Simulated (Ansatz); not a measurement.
## Ga2O3 with two functionals, Ga vacancy

Start from a 20-atom supercell of Ga2O3 in the corundum structure (space group R-3c, No. 167; a = 5.058 Å, c = 13.623 Å (hexagonal axes)) at its relaxed geometry.

(Cell as relaxed with PBE.)

Levels (all Ansatz, a program for electronic structure, PAW): PBE (420 eV, no spin-orbit coupling); r2SCAN (500 eV, without spin-orbit coupling).

Each level relaxes its own structure.

Modification: a neutral Ga vacancy, atoms relaxed at fixed cell, starting from a slightly rattled geometry.

| quantity | PBE | r2SCAN |
|---|---|---|
| shift of the gap caused by the change | -2.28 eV | [?] |
| largest displacement of a host atom from its site in the perfect cell | 0.40 Å | [?] |
| pressure | 4.6 GPa | [?] |
| gap of the supercell | 0.14 eV | [?] |
| total moment of the cell | 3.0 μB | [?] |

Q: What does r2SCAN give?

A: 
- shift of the gap caused by the change, r2SCAN: -3.11 eV
- largest displacement of a host atom from its site in the perfect cell, r2SCAN: 0.36 Å
- pressure, r2SCAN: 4.8 GPa
- gap of the supercell, r2SCAN: 0.46 eV
- total moment of the cell, r2SCAN: 3.0 μB

PBE's shift of the gap caused by the change lies 0.83 eV above r2SCAN's; PBE's largest displacement of a host atom from its site in the perfect cell lies 0.04 Å above r2SCAN's; PBE's pressure lies 0.2 GPa below r2SCAN's; PBE's gap of the supercell lies 0.32 eV below r2SCAN's; the two agree on the total moment of the cell. Neither level is exact; r2SCAN is the comparison here, not a measurement.

Other magnetic orders, which the real material may have, were not ruled out. The cell is small, so the values are those of an ordered compound at a high defect concentration; dilute-limit values will differ.
